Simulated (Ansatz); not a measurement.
# Effect of Bi → As on Bi

Consider Bi in the A7 type structure (space group R-3m, No. 166; a = 4.522 Å, c = 12.028 Å (hexagonal axes); layered).

Perturbation: As takes the place of Bi on all its sites; the structure is relaxed again.

Method: r2SCAN+rVV10 (Ansatz, a first-principles code, PAW, no SOC), earlier PAW set. k-mesh 15×15×15 (Γ-centred); smearing 0.05 eV (Fermi–Dirac), for the changed cell.

The volume per atom shrinks by 13.60 Å³, from 35.49 Å³ to 21.89 Å³ and the density decreases by 4.094 g/cm³ (9.78 g/cm³ → 5.68 g/cm³). The lattice parameter a decreases by 0.763 Å to 3.759 Å and the c/a ratio rises by 0.196, from 2.660 to 2.856. The shortest interatomic distance drops by 0.553 Å to 2.516 Å and the band gap remains zero.

Spin-orbit coupling, missing from the scalar runs, can matter with Bi. Stability against distortions was not tested.
